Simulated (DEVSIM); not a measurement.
Structure: Schottky contact on n-type Si, at 400 K.

Layer 1 from the left is Si, thickness (μm) 4.00, Nd (cm⁻³) 6.4e15, τn (s) 1.4e-7, τp (s) 4.2e-6.

Left contact: Schottky, work function 4.88 eV, emission velocity 8e6 cm/s. Right contact: ohmic. Voltage is applied to the left contact. Recombination: SRH at mid-gap, Auger. Mobility is constant in doping.

Constants are typed, rounded textbook-type inputs, not results; the design itself was drawn at random and stands for no fabricated device. Values at 300 K; Nc and Nv go as T^1.5, mobilities as T to minus their exponent, the gap by Varshni's rule with the affinity fixed.

Si: gap (eV) 1.124, affinity (eV) 4.05, permittivity 11.7, Nc (cm⁻³) 2.86e19, Nv (cm⁻³) 3.1e19, μn (cm²/Vs) 1417, μp (cm²/Vs) 470, T exponent of μn 2.3, T exponent of μp 2.2, Cn (cm⁶/s) 2.8e-31, Cp (cm⁶/s) 9.9e-32, Varshni α (eV/K) 0.000473, Varshni β (K) 636.

Estimate by hand the built-in potential, the peak field at zero bias, the capacitance at -3 V, and compare with a numerical solution.


- Built-in potential: barrier φB = 0.830 eV; Vbi = φB − kT/q ln(N_band/N) = 0.525 V; numerical 0.525 V.
- Peak field at zero bias: depletion approximation: W = √(2εVbi/(qN)) = 0.326 μm with N = 6.40e15 cm⁻³; field = 2Vbi/W = 32300 V/cm; numerical 34400 V/cm (estimate below by 6.2 %).
- Capacitance at -3 V: C = √(qεN / 2(Vbi + |V|)) = 12.3 nF/cm²; numerical 12.1 nF/cm² (estimate above by 1.1 %).

Simulated with DEVSIM: 1D drift-diffusion, Boltzmann statistics, complete ionisation; no tunnelling, impact ionisation, image-force lowering or self-heating. Metal contacts follow the ideal Schottky-Mott rule: no Fermi-level pinning, no interface dipoles.
